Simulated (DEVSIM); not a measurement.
# illuminated Si n-on-p cell, one wavelength

System: illuminated Si n-on-p cell, one wavelength, at 300 K.

```tsv
layer (left to right)	material	thickness (μm)	Nd (cm⁻³)	Na (cm⁻³)	τn (s)	τp (s)	absorption coefficient (cm⁻¹)
1	Si	1.10	6.3e18	-	3e-5	1.6e-5	97000
2	Si	85.0	-	2.3e16	3.7e-5	3.7e-5	97000
```

Left contact: ohmic, minority hole recombination velocity 200 cm/s. Right contact: ohmic, minority electron recombination velocity 10 cm/s. Voltage is applied to the left contact. Recombination: SRH at mid-gap, radiative, Auger. Light enters at the left, 5e16 photons cm⁻² s⁻¹, one pass, no reflection. Mobility is μmin + (μ − μmin)/(1 + (N/Nref)^α).

This is a model device: material constants are rounded textbook-type values typed into the input, and sizes, dopings and lifetimes were drawn at random. Values at 300 K.

| parameter | Si |
|---|---|
| gap (eV) | 1.124 |
| affinity (eV) | 4.05 |
| permittivity | 11.7 |
| Nc (cm⁻³) | 2.86e19 |
| Nv (cm⁻³) | 3.1e19 |
| μn (cm²/Vs) | 1417 |
| μp (cm²/Vs) | 470 |
| μn,min | 52 |
| μp,min | 45 |
| Nref,n | 9.7e16 |
| Nref,p | 2.2e17 |
| αn | 0.68 |
| αp | 0.72 |
| B (cm³/s) | 4.7e-15 |
| Cn (cm⁶/s) | 2.8e-31 |
| Cp (cm⁶/s) | 9.9e-32 |

DEVSIM, 1D drift-diffusion, Boltzmann statistics, complete ionisation; no tunnelling, impact ionisation, image-force lowering or self-heating.

| Item | Value |
|---|---|
| Potential step across the device at zero bias | 0.899 V |
| Largest field in the device at zero bias | 150000 V/cm |
| Dark forward voltage at 1 A/cm² | 0.786 V |
| Dark forward voltage at 100 A/cm² | 0.924 V |
| Short-circuit current | 7.65 mA/cm² |
| Open-circuit voltage | 0.631 V |
| Fill factor | 0.83 |
| Largest power | 4.02 mW/cm² |
| Share of generated pairs collected at short circuit | 0.955 |

Dark forward current:

| V (V) | J (A/cm²) |
|---|---|
| -0.05 | -7.4e-11 |
| -0.10 | -2.7e-10 |
| -0.15 | -8.2e-10 |
| -0.20 | -2.6e-9 |
| -0.25 | -9.1e-9 |
| -0.30 | -3.8e-8 |
| -0.35 | -1.9e-7 |
| -0.40 | -1.2e-6 |
| -0.45 | -7.4e-6 |
| -0.50 | -5.0e-5 |
| -0.55 | -0.00034 |
| -0.60 | -0.0023 |
| -0.65 | -0.016 |
| -0.70 | -0.093 |
| -0.75 | -0.39 |
| -0.80 | -1.4 |
| -0.85 | -6.3 |
| -0.90 | -42 |
| -0.95 | -260 |
| -1.00 | -1000 |
| -1.05 | -2400 |

Current under light (generator sign):

```
V (V)  J (mA/cm²)
-----  ----------
0.00         7.65
0.08         7.65
0.18         7.65
0.28         7.65
0.38         7.65
0.48         7.63
0.50         7.60
0.52         7.55
0.54         7.42
0.56         7.15
0.58         6.57
0.60         5.32
0.62         2.63
0.64        -3.10
```
